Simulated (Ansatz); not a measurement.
**Ga2O3, response to strain**

Start from Ga2O3 in the corundum structure (space group R-3c, No. 167; a = 5.0577 Å, c = 13.6230 Å (hexagonal axes)). Axes: x lies along a and z along c of the hexagonal cell.

Strains are applied to the cell and any free atomic positions relax; under biaxial strain the out-of-plane vector relaxes too.

Computed with plane-wave PAW DFT at the PBE level (Ansatz, a program for electronic structure, 420 eV), scalar-relativistic without spin-orbit coupling.

Notes on the quantities. energy relative to the base: free energy F.

```csv
change,band gap,volume per atom,electron mass,energy relative to the base
base,2.40 eV,10.06 Å³,0.21 mₑ (at Γ),0 meV/atom
"biaxial strain +0.75 %, plane normal [001], relaxed out of plane",2.28 eV,10.16 Å³,0.20 mₑ (at Γ),+1.5 meV/atom
"biaxial strain +1.50 %, plane normal [001], relaxed out of plane",[?],[?],0.20 mₑ (at Γ),[?]
"biaxial strain +2.25 %, plane normal [001], relaxed out of plane",2.01 eV,10.36 Å³,0.19 mₑ (at Γ),+13 meV/atom
"biaxial strain +3.00 %, plane normal [001], relaxed out of plane",1.86 eV,10.46 Å³,0.18 mₑ (at Γ),+23 meV/atom
```

**Question.** Complete the table.

**Answer.** 
- biaxial strain +1.50 %, plane normal [001], relaxed out of plane, band gap: 2.15 eV
- biaxial strain +1.50 %, plane normal [001], relaxed out of plane, volume per atom: 10.26 Å³
- biaxial strain +1.50 %, plane normal [001], relaxed out of plane, energy relative to the base: +5.9 meV/atom

Effective masses come from finite differences of ±0.01 Å⁻¹. Stability against distortions was not tested.
